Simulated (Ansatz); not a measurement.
SnS under a change: uniaxial strain ε_zz = −0.96 %

Take SnS in the GeS type structure (space group Pnma, No. 62; a = 11.1555 Å, b = 3.9999 Å, c = 4.2608 Å) as the base. Axes: x, y, z lie along a, b, c of the conventional cell.

The change: uniaxial strain ε_zz = −0.96 %, all other strain components held at zero; the atoms relax in the strained cell.

All numbers come from DFT with PBE-D3(BJ), PAW potentials and a 420 eV plane-wave cutoff in Ansatz (an electronic-structure program), without spin-orbit coupling, earlier PAW set. Settings: 3×8×8 k-points, 0.05 eV Fermi–Dirac smearing.

The volume per atom decreases by 0.23 Å³ (23.77 Å³ → 23.54 Å³) and the shortest interatomic distance shrinks by 0.004 Å, from 2.642 Å to 2.638 Å. The energy goes up by 0.3 meV/atom and the pressure (mean of the normal stresses, compression positive) goes from zero to 3.4 kbar. The band gap decreases by 0.03 eV (0.70 eV → 0.67 eV) (an upper bound: an edge found on the path is not a true extremum; the changed cell) and the largest internal atomic displacement comes out as 0.022 Å. The stress (xx, yy, zz, yz, xz, xy; compression positive) amounts to (0.22, 0.36, 0.44, 0.00, 0.00, 0.00) GPa.

Final structure:

```
CELL_PARAMETERS angstrom
     11.15548     0.00000     0.00000
      0.00000     3.99991     0.00000
      0.00000     0.00000     4.21991
ATOMIC_POSITIONS crystal
  Sn 0.61845 0.75000 0.60656
  Sn 0.88155 0.25000 0.10656
  Sn 0.38155 0.25000 0.39344
  Sn 0.11845 0.75000 0.89344
  S  0.35287 0.75000 0.97542
  S  0.14713 0.25000 0.47542
  S  0.64713 0.25000 0.02458
  S  0.85287 0.75000 0.52458
```

Whether these cells are dynamically stable was not tested.
